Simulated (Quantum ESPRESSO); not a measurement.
Troubleshooting Quantum ESPRESSO: a failed run on Li (Im-3m, 1 atom in the cell). The aim is a zone-centre phonon calculation with DFT, PBE, plane waves, PseudoDojo standard norm-conserving (PBE) pseudopotentials.

The self-consistent step had converged with these keywords: prefix = Li; ecutwfc = 75 Ry; occupations = smearing; smearing = fd; degauss = 0.0073499 Ry; potentials = {Li: Li.upf}; K_POINTS = automatic 11 11 11 0 0 0; conv_thr = 1e-09 Ry. The next shown step is ph.x.

This input was run:

```fortran
phonons at the zone centre
&inputph
 prefix = 'Li'
 outdir = './tmp/'
 tr2_ph = 1.0d-14
 fildyn = 'dyn.G'
 epsil = .true.
/
0.0 0.0 0.0
```

Log, with long lists cut:

```
     Reading xml data from directory:

     ./tmp/Li.save/

     G-vector sticks info
     --------------------
     sticks:   dense  smooth     PW     G-vecs:    dense   smooth      PW
     Sum         739     739    229                12695    12695    2171

     Reading collected, re-writing distributed wavefunctions in ./tmp/

 %%%%%%%%%%%%%%%%%%%%%%%%%%%%%%%%%%%%%%%%%%%%%%%%%%%%%%%%%%%%%%%%%%%%%%%%%%%%%%
     Error in routine phq_readin (1):
     no elec. field with metals
 %%%%%%%%%%%%%%%%%%%%%%%%%%%%%%%%%%%%%%%%%%%%%%%%%%%%%%%%%%%%%%%%%%%%%%%%%%%%%%

     stopping ...
```

### Question
Read the log: what does the program object to, and what is the fix?

### Answer
The fault is the dielectric response asked with smeared occupations. The response to a homogeneous field is defined for insulators with fixed occupations. To fix it, drop the request, or use fixed occupations in an insulator. The program stopped in the step ph.x before computing anything there.

On the sound input: the starting cell comes from a database of computed structures (which also holds hypothetical and non-ambient phases and stackings), without a prior relaxation at this level. Its lattice was rescaled by a random factor within 2.5 % of one.
